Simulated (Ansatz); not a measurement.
## SnO2: pressure series

The reference is SnO$_{2}$ in the rutile structure (space group P4_2/mnm, No. 136; a = 4.8276 Å, c = 3.2381 Å).

Cell and atoms are relaxed at each pressure.

All numbers come from DFT with PBE, PAW potentials and a 420 eV plane-wave cutoff in Ansatz (a program for electronic structure), no SOC.

Candidates:
(a) pressure 30 GPa
(b) pressure 9 GPa
(c) pressure 22.5 GPa
(d) pressure 0.9 GPa
(e) pressure 4.5 GPa

For the base:

- Band gap: 0.68 eV

Problem. Order them by band gap, highest first.

Solution. (a) pressure 30 GPa (2.08 eV), (c) pressure 22.5 GPa (1.77 eV), (b) pressure 9 GPa (1.15 eV), (e) pressure 4.5 GPa (0.92 eV), (d) pressure 0.9 GPa (0.73 eV)

Load acts through the strain it causes; cell and atoms are relaxed under it. Stability against distortions was not tested. No other phases were tried under pressure.
